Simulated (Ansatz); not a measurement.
Data:

```
FeS2
1.0
    4.36074     0.00000     0.00000
    0.00000     5.32666     0.00000
    0.00000     0.00000     3.34029
Fe S
2 4
Direct
  0.50000   0.50000   0.50000
  0.00000   0.00000   0.00000
  0.70705   0.87440   0.50000
  0.20705   0.62560   0.00000
  0.79295   0.37440   0.00000
  0.29295   0.12560   0.50000
```

No spin polarisation.

Calculations: Kohn–Sham DFT with the PBEsol functional, run in Ansatz (a program for electronic structure) with PAW and 420 eV plane waves, scalar-relativistic without spin-orbit coupling, earlier PAW set. k-mesh 8×6×10 (Γ-centred); smearing 0.05 eV (Fermi–Dirac).

Predict the gap character, smallest direct gap and band gap.


```json
{
  "gap_character": "indirect, k = (3/8, 0, 0) in the run's primitive reciprocal basis → T",
  "smallest_direct_gap": "1.24 eV",
  "band_gap": "0.92 eV"
}
```

Load acts through the strain it causes; cell and atoms are relaxed under it. Stability against distortions was not tested. All final runs are without spin polarisation. The cell was made from FeS$_{2}$ (space group Pnnm, No. 58; non-magnetic) by this change: pressure 0.7 GPa.
